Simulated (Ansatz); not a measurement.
A working Ansatz (a first-principles code) input for NbCd3 (Pm-3m, 4 atoms in the cell) (DFT, r2SCAN, plane waves, default PAW files made with PBE):

Ansatz 0.2 input:
```yaml
# NbCd3
crystal:
  lattice:
    - [4.21500000, 0.00000000, 0.00000000]
    - [0.00000000, 4.21500000, 0.00000000]
    - [0.00000000, 0.00000000, 4.21500000]
  atoms:
    - { symbol: Cd, position: [0.00000000, 0.50000000, 0.50000000] }
    - { symbol: Cd, position: [0.50000000, 0.00000000, 0.50000000] }
    - { symbol: Cd, position: [0.50000000, 0.50000000, 0.00000000] }
    - { symbol: Nb, position: [0.00000000, 0.00000000, 0.00000000] }
basis:
  ecutwfc: 500.0
kpoints:
  mp_grid: { grid: [6, 6, 6] }
hamiltonian:
  xc: r2scan
  pseudopotentials: { kind: paw }
scf:
  occupations: { method: gaussian, width: 0.272 }
output:
  forces: true
  eigenvalues: true
  stress: true
```

The run converged in 9 iterations: free energy E − TS (on the zero of these files) -29367.7252 eV; Fermi level (on the code's own zero) 16.91 eV; pressure 4.77 GPa. Each of these slips is then made, one at a time:

(1)
```diff
-  mp_grid: { grid: [6, 6, 6] }
+  mp_grid: { grid: [1, 1, 1] }
```

(2)
```diff
-    - [4.21500000, 0.00000000, 0.00000000]
-    - [0.00000000, 4.21500000, 0.00000000]
-    - [0.00000000, 0.00000000, 4.21500000]
+    - [2.23048200, 0.00000000, 0.00000000]
+    - [0.00000000, 2.23048200, 0.00000000]
+    - [0.00000000, 0.00000000, 2.23048200]
```

Question: What happens in each case?

Answer: 
(1) A single k-point for a small metallic cell. The run converged in 10 iterations without an error; against the sound input the free energy rises by 2.14 eV/atom and the pressure goes from 4.77 to 18.12 GPa.

(2) Cell lengths in the wrong unit (bohr against Å). The run converged in 8 iterations without an error; against the sound input the free energy goes up by 151 eV/atom and the pressure goes from 4.77 to 15810 GPa.

The starting cell comes from a database of published, mostly measured structures (it also holds non-ambient and calculated ones), without a prior relaxation at this level. Spin polarisation is off. In the base run, with a pressure of about 5 GPa the cell is away from its equilibrium volume at this level. Ansatz's pressure includes its estimate of the finite-basis (Pulay) stress.

Left out of this page: 4 runs of the series outside the window shown, repeating another row's setting, or not comparable.
